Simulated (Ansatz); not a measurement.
Start from GaSb in the zinc blende structure (space group F-43m, No. 216; a = 6.111 Å).

Method: PBEsol/PAW in Ansatz (a quantum-chemistry and plane-wave program), no SOC.

Before the change:

```
Property              Result
-------------------  -------
Lattice parameter a  6.111 Å
```

One thing is altered: full substitution Sb → Ge; the structure is relaxed again.

Tabulated Pauling electronegativity and covalent radius: Sb 2.05, 1.39 Å; Ge 2.01, 1.20 Å.

Q: What happens to the lattice parameter a?

A: The lattice parameter a decreases by 0.4127 Å to 5.699 Å.

Whether these cells are dynamically stable was not tested. For GaGe in this form, whether it has been made was not checked. The final runs are not spin-polarised. An odd electron count without spin: GaGe.
